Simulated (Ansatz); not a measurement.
**C axis length of C (model structure, P4₂/mmc, No. 131, 6 atoms in the cell) at several levels of theory**

No measured value is used here.

```
level (code)            value (Å)
---------------------  ----------
LDA (Ansatz)           (withheld)
PBE (Ansatz)                5.988
PBE-D3(BJ) (Ansatz)         5.987
r²SCAN (Ansatz)             5.965
r²SCAN+rVV10 (Ansatz)       5.964
```

### Question
What belongs in the gaps?

### Answer

- LDA (Ansatz, a first-principles code), value (Å): 5.935

Cutoffs differ between the levels. Ansatz's density-functional and Hartree–Fock values are scalar-relativistic unless marked +SOC, with PAW data made under PBE.

A model structure was made by putting elements into a prototype or built by hand; it is no filed structure, need not be a known phase, and can be a saddle point held by its symmetry.
